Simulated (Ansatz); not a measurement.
Results of r²SCAN (Ansatz, an electronic-structure program, plane waves, PAW) for CsCl-type TiCo.

Settings: plane-wave cutoff 600 eV, 16×16×16 k mesh, Fermi–Dirac smearing 0.1 eV, finite displacements, no spin polarisation, scalar-relativistic PAW data made under PBE.

Cell (relaxed at this level):

```yaml
crystal:
  lattice:
    - [2.95076, 0.00000, 0.00000]
    - [0.00000, 2.95076, 0.00000]
    - [0.00000, 0.00000, 2.95076]
  atoms:
    - { symbol: Ti, position: [0.00000, 0.00000, 0.00000] }
    - { symbol: Co, position: [0.50000, 0.50000, 0.50000] }
```

Task: Give the computed TO(Γ) frequency.

Result: 
* **TO(Γ) frequency**: 228 cm⁻¹

Computing time: roughly 21 core-minutes.
